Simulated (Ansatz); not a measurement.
System: WRe3 (I4/mmm, No. 139, 4 atoms in the cell; start mp-974416). Method: LDA in Ansatz (plane waves, PAW).

Settings: plane-wave cutoff 520 eV, 20×20×20 k mesh, Fermi–Dirac smearing 0.05 eV, no spin polarisation, scalar-relativistic PAW data made under PBE.

Cell (relaxed at this level):

```
CELL_PARAMETERS angstrom
     -1.94245     1.94245     3.88883
      1.94245    -1.94245     3.88883
      1.94245     1.94245    -3.88883
ATOMIC_POSITIONS crystal
  Re 0.75000 0.25000 0.50000
  Re 0.25000 0.75000 0.50000
  Re 0.50000 0.50000 0.00000
  W  0.00000 0.00000 0.00000
```

Problem. Give the computed bulk modulus B0.

Solution. 
bulk modulus B0: 381 GPa

Note: the run has no spin polarisation, so it can have missed a magnetic state; the bulk modulus is −V dP/dV from two relaxed cells at ±2 % in volume; the relaxation could not lower the start's symmetry, so the cell can be a saddle point above a distorted one.

Spin–orbit coupling is not included.

The computed numbers hold no vibrational or temperature effects.

A start named mp-… is a Materials Project structure, which need not be a measured phase.

Ansatz is a program for electronic structure.
